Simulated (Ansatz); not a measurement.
Base system: Hf in the hcp (Mg type) structure (space group P6_3/mmc, No. 194; relaxed with 0.1 eV smearing).

```xyz
2
Lattice="3.1174 0.0000 0.0000 -1.5587 2.6997 0.0000 0.0000 0.0000 4.9501" Properties=species:S:1:pos:R:3 pbc="T T T"
Hf     1.5587     0.8999     3.7126
Hf     0.0000     1.7998     1.2375
```

Cartesian axes are those of the cell as printed.

The values are results of Ansatz (a first-principles code) LDA, no spin-orbit coupling, not measurements.

Base values:

Shortest interatomic distance: 3.060 Å

One thing is altered: uniaxial strain ε_xx = −1.50 %, all other strain components held at zero, atoms relaxed at fixed cell.

### Question
Estimate the effect on the shortest interatomic distance, stress and energy relative to the base.

### Answer
The shortest interatomic distance decreases by 0.014 Å, from 3.060 Å to 3.046 Å; the stress (xx, yy, zz, yz, xz, xy; compression positive) comes out as (2.9, 1.3, 1.2, 0.0, 0.0, 0.0) GPa; the energy rises by 2.8 meV/atom.

Stability against distortions was not tested. The final runs are not spin-polarised.
